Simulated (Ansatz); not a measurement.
Effect of uniaxial strain ε_xx = −0.57 % on hypothetical CsCl type MoP

The parent structure is MoP in the CsCl type structure (space group Pm-3m, No. 221; a = 2.9751 Å; a hypothetical phase, not in the database extracts checked; relaxed with 0.1 eV smearing). Axes: x, y, z lie along the cube axes.

The change: uniaxial strain ε_xx = −0.57 %, all other strain components held at zero, atoms relaxed at fixed cell.

The values are results of DFT with PBEsol, PAW potentials and a 420 eV plane-wave cutoff in Ansatz (a quantum-chemistry and plane-wave program), scalar-relativistic without spin-orbit coupling, not measurements. Settings: 19×19×19 k-points, 0.1 eV Fermi–Dirac smearing.

```json
[
 {"quantity": "shortest interatomic distance", "base": "2.577 Å", "changed": "2.572 Å", "shift": "-0.005 Å"},
 {"quantity": "energy relative to the base (free energy F)", "base": "0 meV/atom", "changed": "+0.7 meV/atom", "shift": "+0.7 meV/atom"},
 {"quantity": "pressure (mean of the normal stresses, compression positive)", "base": "0.0 GPa", "changed": "1.5 GPa", "shift": "+1.5 GPa"},
 {"quantity": "band gap", "base": "zero", "changed": "zero", "shift": "–"},
 {"quantity": "stress (xx, yy, zz, yz, xz, xy; compression positive)", "base": "–", "changed": "(2.8, 0.8, 0.8, 0.0, 0.0, 0.0) GPa", "shift": "–"}
]
```

Final structure:

```
MoP
1.0
    2.95814     0.00000     0.00000
    0.00000     2.97510     0.00000
    0.00000     0.00000     2.97510
Mo P
1 1
Direct
  0.00000   0.00000   0.00000
  0.50000   0.50000   0.50000
```

Cost of the whole job for the changed cell (relaxation, final SCF and bands): around 16 core-seconds (rough).

No phonon test of stability was made. The final runs are not spin-polarised. An odd electron count without spin: MoP.
